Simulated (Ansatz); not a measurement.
# CaSe: energy against strain

CaSe (rock salt, Fm-3m, 25.263 Å³/atom at rest, cube axes along x, y and z) under a strain ε along a cube axis (axis z), the other axes held. PBEsol in Ansatz, a plane-wave DFT program (PAW, default set), 420 eV, 10×10×10 Γ-centred mesh, Fermi-Dirac smearing 0.05 eV; ions are relaxed within the symmetry of each cell.

Here s stands for strain and y for E less E0.

```csv
strain (%),E less E0 (meV/atom)
-3.00,?
-1.50,2.23
-1.00,0.97
-0.50,0.24
0.00,0.00
0.50,0.23
1.00,0.90
1.50,1.98
```

### Question
Using a parabola, estimate the missing y at s = -3.00 from the other rows, showing the fit.

### Answer
Least squares gives y = 0.000 - 0.0643·s + 0.9352·s². Residuals (row less fit): 0.029, -0.030, -0.026, 0.000, 0.028, 0.029, -0.028; standard error 0.035 (degrees of freedom: 4). Twice the quadratic coefficient over the volume, 2 × 0.9352 meV × 10⁴ × 0.1602 / 25.263 Å³, is the elastic constant C11 = 119 ± 1.9 GPa. At the withheld row, y = 0.000 - 0.0643 × (-3.0) + 0.9352 × (-3.0)² = 8.610 meV/atom. The calculation gives 9.52 meV/atom, 0.910 meV/atom above the prediction (9.6 % of the range of y in the table). The row lies outside the fitted rows, so this is an extrapolation. From the scatter of the fitted rows alone, a prediction at this place has a standard error of 0.133 meV/atom, so the miss is 6.8 times that.

One order more, fitted to all 13 runs of the series, follows each within 0.01, so the miss is the next term of a smooth law. Rows are the converged runs of the series near zero and its far end; series whose fitted rows scatter by over a few per cent of the range, as at a crossing or softening among them, aren't shown in this form. Most that stay on the fit to the last digits aren't either.
